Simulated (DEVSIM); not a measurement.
System: illuminated Si p-on-n cell, one wavelength, at 300 K.

Layer 1 from the left is Si, thickness (μm) 0.0640, Na (cm⁻³) 5.3e18, τn (s) 9.5e-8, τp (s) 8.4e-7, absorption coefficient (cm⁻¹) 22000. Layer 2 from the left is Si, thickness (μm) 65.0, Nd (cm⁻³) 5.9e16, τn (s) 5.6e-6, τp (s) 5.6e-6, absorption coefficient (cm⁻¹) 22000.

Left contact: ohmic, minority electron recombination velocity 3e6 cm/s. Right contact: ohmic, minority hole recombination velocity 5e5 cm/s. Voltage is applied to the left contact. Recombination: SRH at mid-gap, radiative, Auger. Light enters at the left, 5.7e17 photons cm⁻² s⁻¹, one pass, no reflection. Mobility is μmin + (μ − μmin)/(1 + (N/Nref)^α).

The device is made up for the run: typed textbook-type constants, with dimensions and the other settings drawn at random. Values at 300 K.

Si: gap (eV) 1.124, affinity (eV) 4.05, permittivity 11.7, Nc (cm⁻³) 2.86e19, Nv (cm⁻³) 3.1e19, μn (cm²/Vs) 1417, μp (cm²/Vs) 470, μn,min 52, μp,min 45, Nref,n 9.7e16, Nref,p 2.2e17, αn 0.68, αp 0.72, B (cm³/s) 4.7e-15, Cn (cm⁶/s) 2.8e-31, Cp (cm⁶/s) 9.9e-32.

Simulated with DEVSIM: 1D drift-diffusion, Boltzmann statistics, complete ionisation; no tunnelling, impact ionisation, image-force lowering or self-heating.

Dark forward current:

| |V| (V) | |J| (A/cm²) |
|---|---|
| 0.05 | 3.015e-10 |
| 0.10 | 1.122e-9 |
| 0.15 | 3.727e-9 |
| 0.20 | 1.354e-8 |
| 0.25 | 5.887e-8 |
| 0.30 | 3.103e-7 |
| 0.35 | 1.876e-6 |
| 0.40 | 1.223e-5 |
| 0.45 | 8.244e-5 |
| 0.50 | 0.0005642 |
| 0.55 | 0.003884 |
| 0.60 | 0.02679 |
| 0.65 | 0.1844 |
| 0.70 | 1.241 |
| 0.75 | 7.412 |
| 0.80 | 31.63 |
| 0.85 | 90.31 |
| 0.90 | 194.2 |
| 0.95 | 349.4 |
| 1.00 | 559.4 |
| 1.05 | 826.4 |
| 1.10 | 1152 |
| 1.15 | 1536 |
| 1.20 | 1980 |
| 1.25 | 2483 |

Question: Work out the local ideality factor n = ΔV / (kT/q · ln(J2/J1)) between the rows 0.15 and 0.20 V, 0.55 and 0.60 V, 1.20 and 1.25 V.

Answer: kT/q = 25.85 mV. From 0.15 to 0.20 V: ln(1.354e-8/3.727e-9) = 1.290, n = 1.50. From 0.55 to 0.60 V: ln(0.02679/0.003884) = 1.931, n = 1.00, near the 1 of diffusion or emission over a barrier. From 1.20 to 1.25 V: ln(2483/1980) = 0.226, n = 8.54.

Question: What current could the absorbed light give at most, and what share is collected?

Answer: Σ αd = 143, so qΦ(1 − exp(−Σ αd)) = 91.3 mA/cm². The simulated short-circuit current is 85.81 mA/cm², a share of 0.94.

Question: Estimate the open-circuit voltage by superposition: the voltage at which the dark current equals that short-circuit current.

Answer: Interpolating ln J in the table gives 0.630 V. The simulation gives 0.630 V, the same within the digits that matter. Superposition holds where collection doesn't change with voltage.

Question: Estimate the fill factor from FF0 = (v − ln(v + 0.72))/(v + 1), v = qVoc/(nkT), with n from the dark curve.

Answer: The rows about Voc, 0.60 and 0.65 V, give n = 1.00, so v = 24.3 and FF0 = 0.833. The simulation gives 0.831, the same within the digits that matter.
